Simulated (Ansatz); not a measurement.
# A self-consistent single point of SnSe₂ (P3m1, 3 atoms in the cell) with Ansatz

Level of theory: LDA (PW92), default PAW files made with PBE (plane waves; Ansatz, a first-principles code).

Input as run:

Ansatz 0.2 input:
```yaml
crystal:
  lattice:
    - [1.899285, -3.289658, 0.000000]
    - [1.899285, 3.289658, 0.000000]
    - [0.000000, 0.000000, 6.121580]
  atoms:
    - { symbol: Sn, position: [0.000000, 0.000000, 0.008168] }
    - { symbol: Se, position: [0.333333, 0.666667, 0.250000] }
    - { symbol: Se, position: [0.666667, 0.333333, 0.750000] }
basis:
  ecutwfc: 420.0
kpoints:
  mp_grid: { grid: [8, 8, 4] }
hamiltonian:
  xc: lda
  pseudopotentials: { kind: paw }
scf:
  occupations: { method: fermi_dirac, width: 0.05 }
output:
  forces: true
  eigenvalues: true
  stress: true
```

Output, abridged:

```
WARN the atoms were moved onto the symmetric positions of the space group found under crystal.symmetry.tolerance 1.0e-5 (fractional …
WARN ansatz: RAYON_NUM_THREADS=1 ignored (pool sized by the plan → 1); use --threads N
Pseudopotentials: kind: paw
Pseudopotential: Sn, paw, valence charge 14
Pseudopotential: Se, paw, valence charge 16
Crystal: 3 atoms, lattice volume = 76.495 Å³
Basis set: ecut = 420 eV, 1485 PW (Γ)
Bands: 28, of which v1, the nominal top of the filled ones, is band 23 counted from 1 (22 counted from 0)
Symmetry: 6 space group operations
Space group: P3m1 (ITA 156), of the structure as read, at distance tolerance 4.2e-5 Å
k-points: 35 of 256 (time reversal used)
PAW frozen core: Sn, regenerated for the run's functional, and the local potential with it
PAW frozen core: Se, regenerated for the run's functional, and the local potential with it
Initial density: superposition of atomic densities (neutral atoms: chi_scale 0, normalization atom), corrected by the library's trained network
Initial wavefunctions: pseudopotential atomic-orbital guess
Eigensolver: davidson
Functional: x = slater, c = lda
SCF iter   1: F=—  HF=-16646.980518 eV  |F-HF|=—  |Δ(HF+E_count)|=         —  Δρ=5.42e-3  dr2=1.01e-2  ethr=1.77e-3  ⟨swp⟩=6.3  Hψ=4353  notcnv=0
all-band conjugate gradients solve this SCF's bands
preconditioner: auto → Resta (q_TF=auto, 2.507 Å⁻¹)
SCF iter   2: F=—  HF=-16646.975297 eV  |F-HF|=—  |Δ(HF+E_count)|=   5.22e-3  Δρ=2.66e-3  dr2=2.52e-3  ethr=2.20e-5  ⟨swp⟩=2.0  Hψ=1866  notcnv=0  defer=5
SCF iter   3: F=—  HF=-16646.974639 eV  |F-HF|=—  |Δ(HF+E_count)|=   6.59e-4  Δρ=4.23e-4  dr2=1.30e-4  ethr=5.48e-6  ⟨swp⟩=2.0  Hψ=1137  notcnv=0  defer=5
SCF iter   4: F=—  HF=-16646.974622 eV  |F-HF|=—  |Δ(HF+E_count)|=   1.64e-5  Δρ=1.34e-4  dr2=2.14e-5  ethr=2.84e-7  ⟨swp⟩=2.0  Hψ=1592  notcnv=0  defer=5
SCF iter   5: F=—  HF=-16646.974618 eV  |F-HF|=—  |Δ(HF+E_count)|=   4.06e-6  Δρ=3.29e-5  dr2=1.21e-6  ethr=4.65e-8  ⟨swp⟩=2.0  Hψ=1592  notcnv=0  defer=5
SCF iter   6: F=—  HF=-16646.974618 eV  |F-HF|=—  |Δ(HF+E_count)|=   8.92e-8  Δρ=1.31e-5  dr2=1.92e-7  ethr=2.64e-9  ⟨swp⟩=2.0  Hψ=1592  notcnv=0  defer=5
SCF iter   7: F=-16646.974618 eV  HF=-16646.974618 eV  |F-HF|=1.81e-8  |Δ(HF+E_count)|=   5.84e-8  Δρ=3.78e-6  dr2=2.11e-8  ethr=2.17e-10  ⟨swp⟩=6.5  Hψ=3984  notcnv=0
SCF 1 converged in 7 iterations: F = -16646.974618 eV  dr2 = 2.11e-8
SCF converged after 7 iterations
Free energy (F): -16646.974618 eV
Harris-Foulkes:  -16646.974618 eV  (|F-HF|=1.81e-8)
Internal energy: -16646.974535 eV  (E = F + TS)
E sigma→0 (E₀):  -16646.974576 eV
Entropy (-TS):   -0.000084 eV (-0.028 meV/atom)
Fermi energy:    8.312167 eV
--- Per-component energies (eV) ---
  E_band       = -869.809836
  E_kinetic    = 428.898114
  E_local      = -6089.313638  (includes V_loc(G=0)·N_el)
  E_nonlocal   = -1204.975298
  E_hartree    = 3113.155756
  E_xc         = -585.805408
  E_vxc        = -295.498885  (∫ρ·V_xc dr)
  E_paw        = -7653.358744  (= ΣΔE_a)
  E_vpaw       = 64.765616  (= ΣTr[D̂ρ^β])
  E_aug_tail   = -0.001235  (compensation charges beyond the density's cutoff)
  E_ewald      = -4660.433704
  E_core_change = 4.859623  (= ΣΔE_core)
  E_smearing   = -0.000084  (= −TS)
  E_closure    = 0.000000  (closes the sum)
  Σ components = -16646.974618   (vs F -16646.974618, Δ=0.00e0)
--- Forces (eV/Å), atoms counted from 1 ---
  atom   1  Sn     0.00000000     0.00000000    -0.79004841
  atom   2  Se    -0.00000000    -0.00000000     0.90368333
  atom   3  Se     0.00000000     0.00000000    -0.11366578
  max |Σ_I F_I| component: 3.08e-5 eV/Å
--- Stress (GPa, compression-positive) ---
        0.847737       0.000000       0.000000
        0.000000       0.847737       0.000000
        0.000000       0.000000       2.116507
  P = ⅓ Tr σ = 1.2707 GPa (12.707 kbar)
  The stress holds the Pulay correction. Without it, at fixed plane waves, as pw.x and ABINIT print it: P = 1.2213 GPa
--- Band table (eV; the first three rows and the last of 35) ---
  k-point 0: bands = ["-39.1866", "-39.1866", "-39.1466", "-39.1466", "-39.1313", "-38.9334", "-38.9334", "-38.9071", "-38.9071", "-38.8967", "-13.2356", "-13.2356", "-13.1897", "-13.1754", "-13.1754", "-6.1856", "-4.3406", "1.7343", "7.1600", [...]
  k-point 1: bands = ["-39.1866", "-39.1866", "-39.1466", "-39.1466", "-39.1313", "-38.9334", "-38.9334", "-38.9071", "-38.9071", "-38.8967", "-13.2356", "-13.2356", "-13.1896", "-13.1754", "-13.1754", "-6.1080", "-4.5089", "2.1508", "6.7040", [...]
  k-point 2: bands = ["-39.1866", "-39.1866", "-39.1466", "-39.1466", "-39.1313", "-38.9334", "-38.9334", "-38.9071", "-38.9071", "-38.8967", "-13.2356", "-13.2356", "-13.1895", "-13.1754", "-13.1754", "-6.0150", "-4.6866", "2.6797", "5.7999", [...]
  k-point 34: bands = ["-39.1863", "-39.1861", "-39.1467", "-39.1467", "-39.1309", "-38.9331", "-38.9329", "-38.9072", "-38.9072", "-38.8964", "-13.2739", "-13.2419", "-13.1826", "-13.1656", "-13.1530", "-4.2069", "-3.8289", "0.4068", "3.4294", [...]
```

The run converged in 7 iterations.

The starting cell has typed, rounded lattice constants, without a prior relaxation at this level. Its lattice was rescaled by up to half a per cent. One atom was moved a little off its site on purpose. Ansatz's pressure includes its estimate of the finite-basis (Pulay) stress.
